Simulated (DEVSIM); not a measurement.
Device: Schottky contact on n-type β-Ga2O3, at 400 K.

Layer 1 from the left is β-Ga2O3, thickness (μm) 15.0, Nd (cm⁻³) 6e15, τn (s) 1.8e-8, τp (s) 1.8e-8.

Left contact: Schottky, work function 5.73 eV, emission velocity 4.3e6 cm/s. Right contact: ohmic. Voltage is applied to the left contact. Recombination: SRH at mid-gap, Auger. Mobility is μmin + (μ − μmin)/(1 + (N/Nref)^α).

This is a model device: material constants are rounded textbook-type values typed into the input, and sizes, dopings and lifetimes were drawn at random. Values at 300 K; Nc and Nv go as T^1.5, mobilities as T to minus their exponent, the gap by Varshni's rule with the affinity fixed.

β-Ga2O3: gap (eV) 4.8, affinity (eV) 4, permittivity 10, Nc (cm⁻³) 3.7e18, Nv (cm⁻³) 5e20, μn (cm²/Vs) 160, μp (cm²/Vs) 1, μn,min 20, μp,min 0.1, Nref,n 1e18, Nref,p 1e18, αn 0.8, αp 0.8, T exponent of μn 1.8, T exponent of μp 1.5, Cn (cm⁶/s) 1e-31, Cp (cm⁶/s) 1e-31, Varshni α (eV/K) 0.0004, Varshni β (K) 600.

DEVSIM, 1D drift-diffusion, Boltzmann statistics, complete ionisation; no tunnelling, impact ionisation, image-force lowering or self-heating. Metal contacts follow the ideal Schottky-Mott rule: no Fermi-level pinning, no interface dipoles.

Dark forward current:

| |V| (V) | |J| (A/cm²) |
|---|---|
| 0.20 | 1.096e-13 |
| 0.25 | 4.639e-13 |
| 0.30 | 1.959e-12 |
| 0.35 | 8.266e-12 |
| 0.40 | 3.485e-11 |
| 0.45 | 1.468e-10 |
| 0.50 | 6.181e-10 |
| 0.55 | 2.599e-9 |
| 0.60 | 1.092e-8 |
| 0.65 | 4.582e-8 |
| 0.70 | 1.920e-7 |
| 0.75 | 8.033e-7 |
| 0.80 | 3.354e-6 |
| 0.85 | 1.398e-5 |
| 0.90 | 5.808e-5 |
| 0.95 | 0.0002405 |
| 1.00 | 0.0009919 |
| 1.05 | 0.004064 |
| 1.10 | 0.01647 |
| 1.15 | 0.06500 |
| 1.20 | 0.2391 |
| 1.25 | 0.7450 |
| 1.30 | 1.793 |
| 1.35 | 3.373 |
| 1.40 | 5.336 |
| 1.45 | 7.547 |

Q: Work out the local ideality factor n = ΔV / (kT/q · ln(J2/J1)) between the rows 0.20 and 0.25 V, 1.40 and 1.45 V.

A: kT/q = 34.47 mV. From 0.20 to 0.25 V: ln(4.639e-13/1.096e-13) = 1.443, n = 1.01, near the 1 of diffusion or emission over a barrier. From 1.40 to 1.45 V: ln(7.547/5.336) = 0.347, n = 4.18; the layers' resistance at their doping, Σ W/(qμN) = 0.017 Ω cm², would take 37 mV of this step of 50 mV.

Q: Estimate the current at 0.65 V for emission alone, J0 = q v N_band exp(−φB/kT), and read the barrier back from the simulated current.

A: φB = 1.730 eV, N_band = 5.70e18 cm⁻³, J0 = 6.27e-16 A/cm²; J = J0 (exp(qV/kT) − 1) = 9.70e-8 A/cm². The simulation gives 4.58e-8 A/cm²; the estimate lies 110 % above. Read backwards, the simulated current gives an apparent barrier of 1.756 eV. The estimate leaves out transport through the depletion region and minority injection.
